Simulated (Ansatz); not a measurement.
# PtS2 in the CdI2 type structure (space group P-3m1, No. 164; layered, stacked along the Cartesian z axis)

Space group P-3m1 (No. 164); a = b = 3.5836 Å, c = 4.6564 Å, α = β = 90.00°, γ = 120.00°

| atom | site | symmetry | x | y | z |
|---|---|---|---|---|---|
| Pt | 1a | -3m. | 0.0000 | 0.0000 | 0.0000 |
| S | 2d | 3m. | 0.6667 | 0.3333 | 0.2590 |

Computed with plane-wave PAW DFT at the PBE-D3(BJ) level (Ansatz, a quantum-chemistry and plane-wave program, 420 eV), without spin-orbit coupling. k-mesh 15×15×10 (Γ-centred); smearing 0.05 eV (Fermi–Dirac).

```json
{
  "volume_per_atom": "17.26 Å³",
  "density": "8.31 g/cm³",
  "band_gap": "zero",
  "total_energy": "-4776.489 eV/atom (σ→0; compares only within this code and set-up)"
}
```

With Pt present, leaving out spin-orbit coupling can change the band edges. No phonon test of stability was made. All final runs are without spin polarisation. The zero or small gap of PtS2 can change with the level of theory.
